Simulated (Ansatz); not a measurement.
Defect migration in rock-salt LiF: interstitial H, charge state +1. These are PBE, PAW (plane waves to 420 eV; Ansatz, an electronic-structure program) values and carry that method's errors.

Cell of 64 host sites held at the relaxed PBE lattice; the Γ point alone; Fermi-Dirac width 0.01 eV, spin-restricted; finite-size errors left in. Energies are static. The charge state is imposed; whether it is stable for some Fermi level was not computed. Sites that were not tried may lie lower.

Barriers: single points on a 2×2×2 k-point mesh shifted by half a step at the bands' geometries.

Relaxed starting cell (atoms counted from 1):

```yaml
crystal:
  lattice:
    - [8.13647, 0.00000, 0.00000]
    - [0.00000, 8.13647, 0.00000]
    - [0.00000, 0.00000, 8.13647]
  atoms:
    - { symbol: Li, position: [0.96382, 0.96503, 0.00081] }
    - { symbol: Li, position: [0.99579, 0.99687, 0.50086] }
    - { symbol: Li, position: [0.99918, 0.51087, 0.00086] }
    - { symbol: Li, position: [0.99888, 0.50066, 0.50084] }
    - { symbol: Li, position: [0.50965, 0.00028, 0.00085] }
    - { symbol: Li, position: [0.49959, 0.99994, 0.50084] }
    - { symbol: Li, position: [0.50745, 0.50856, 0.00087] }
    - { symbol: Li, position: [0.50112, 0.50219, 0.50083] }
    - { symbol: F, position: [0.22447, 0.02511, 0.00087] }
    - { symbol: F, position: [0.24801, 0.00157, 0.50086] }
    - { symbol: F, position: [0.25058, 0.50581, 0.00084] }
    - { symbol: F, position: [0.24951, 0.50216, 0.50084] }
    - { symbol: F, position: [0.74374, 0.99902, 0.00085] }
    - { symbol: F, position: [0.74742, 0.00006, 0.50086] }
    - { symbol: F, position: [0.75328, 0.49628, 0.00085] }
    - { symbol: F, position: [0.75043, 0.49916, 0.50085] }
    - { symbol: Li, position: [0.99998, 0.24961, 0.26273] }
    - { symbol: Li, position: [0.99996, 0.24961, 0.73894] }
    - { symbol: Li, position: [0.99837, 0.74768, 0.25587] }
    - { symbol: Li, position: [0.99836, 0.74767, 0.74585] }
    - { symbol: Li, position: [0.50187, 0.25122, 0.25582] }
    - { symbol: Li, position: [0.50191, 0.25123, 0.74582] }
    - { symbol: Li, position: [0.49825, 0.75133, 0.25270] }
    - { symbol: Li, position: [0.49824, 0.75134, 0.74900] }
    - { symbol: F, position: [0.25204, 0.25307, 0.24961] }
    - { symbol: F, position: [0.25201, 0.25307, 0.75209] }
    - { symbol: F, position: [0.24788, 0.75397, 0.24798] }
    - { symbol: F, position: [0.24787, 0.75400, 0.75373] }
    - { symbol: F, position: [0.75289, 0.24895, 0.24793] }
    - { symbol: F, position: [0.75292, 0.24896, 0.75376] }
    - { symbol: F, position: [0.74838, 0.74945, 0.24925] }
    - { symbol: F, position: [0.74835, 0.74944, 0.75246] }
    - { symbol: Li, position: [0.24857, 0.00101, 0.26278] }
    - { symbol: Li, position: [0.24856, 0.00100, 0.73894] }
    - { symbol: Li, position: [0.25015, 0.50298, 0.25583] }
    - { symbol: Li, position: [0.25012, 0.50304, 0.74581] }
    - { symbol: Li, position: [0.74656, 0.99944, 0.25586] }
    - { symbol: Li, position: [0.74655, 0.99945, 0.74586] }
    - { symbol: Li, position: [0.75029, 0.49930, 0.25269] }
    - { symbol: Li, position: [0.75029, 0.49930, 0.74901] }
    - { symbol: F, position: [0.99652, 0.99757, 0.24961] }
    - { symbol: F, position: [0.99649, 0.99757, 0.75211] }
    - { symbol: F, position: [0.00063, 0.49665, 0.24793] }
    - { symbol: F, position: [0.00063, 0.49666, 0.75377] }
    - { symbol: F, position: [0.49559, 0.00168, 0.24799] }
    - { symbol: F, position: [0.49559, 0.00171, 0.75372] }
    - { symbol: F, position: [0.50016, 0.50124, 0.24926] }
    - { symbol: F, position: [0.50013, 0.50123, 0.75243] }
    - { symbol: Li, position: [0.28451, 0.28573, 0.00069] }
    - { symbol: Li, position: [0.25271, 0.25377, 0.50083] }
    - { symbol: Li, position: [0.24929, 0.73990, 0.00086] }
    - { symbol: Li, position: [0.24964, 0.74999, 0.50084] }
    - { symbol: Li, position: [0.73869, 0.25039, 0.00087] }
    - { symbol: Li, position: [0.74892, 0.25071, 0.50086] }
    - { symbol: Li, position: [0.74103, 0.74212, 0.00085] }
    - { symbol: Li, position: [0.74740, 0.74846, 0.50087] }
    - { symbol: F, position: [0.02438, 0.22523, 0.00088] }
    - { symbol: F, position: [0.00050, 0.24909, 0.50085] }
    - { symbol: F, position: [0.99783, 0.74493, 0.00085] }
    - { symbol: F, position: [0.99898, 0.74848, 0.50086] }
    - { symbol: F, position: [0.50464, 0.25173, 0.00084] }
    - { symbol: F, position: [0.50111, 0.25061, 0.50084] }
    - { symbol: F, position: [0.49523, 0.75435, 0.00085] }
    - { symbol: F, position: [0.49812, 0.75147, 0.50086] }
    - { symbol: H, position: [0.12443, 0.12516, 0.00091] }
```
Cell charge +1.

End state 1 differs by these moves (Å; atoms that move under 0.08 Å are left out):

```json
[
 {"atom": "1", "element": "Li", "Δx": "0.29", "Δy": "0.00", "Δz": "-0.29"},
 {"atom": "2", "element": "Li", "Δx": "0.03", "Δy": "0.03", "Δz": "0.08"},
 {"atom": "4", "element": "Li", "Δx": "0.01", "Δy": "0.06", "Δz": "0.06"},
 {"atom": "5", "element": "Li", "Δx": "-0.08", "Δy": "-0.03", "Δz": "-0.03"},
 {"atom": "7", "element": "Li", "Δx": "-0.06", "Δy": "-0.06", "Δz": "-0.01"},
 {"atom": "9", "element": "F", "Δx": "0.19", "Δy": "-0.22", "Δz": "-0.03"},
 {"atom": "11", "element": "F", "Δx": "-0.03", "Δy": "-0.07", "Δz": "0.01"},
 {"atom": "17", "element": "Li", "Δx": "0.00", "Δy": "0.29", "Δz": "0.19"},
 {"atom": "33", "element": "Li", "Δx": "0.11", "Δy": "0.00", "Δz": "-0.11"},
 {"atom": "34", "element": "Li", "Δx": "0.05", "Δy": "-0.01", "Δz": "0.07"},
 {"atom": "37", "element": "Li", "Δx": "-0.07", "Δy": "0.01", "Δz": "-0.05"},
 {"atom": "41", "element": "F", "Δx": "0.03", "Δy": "0.22", "Δz": "-0.19"},
 {"atom": "43", "element": "F", "Δx": "-0.01", "Δy": "0.07", "Δz": "0.03"},
 {"atom": "49", "element": "Li", "Δx": "-0.19", "Δy": "-0.29", "Δz": "0.00"},
 {"atom": "57", "element": "F", "Δx": "-0.20", "Δy": "0.00", "Δz": "0.20"},
 {"atom": "65", "element": "H", "Δx": "-1.02", "Δy": "0.00", "Δz": "1.02"}
]
```

**Question.** What is the computed forward and backward barriers to end state 1 (PBE, PAW)?

**Answer.** forward 0.31 eV, backward 0.31 eV; at the saddle point atom 65 has neighbours F at 0.99, 2 F at 1.82, F at 2.14; Li at 1.89, 2 Li at 2.03 Å. The saddle point's order was not checked, and it lies on a symmetry element of the cell, where a band can be held.
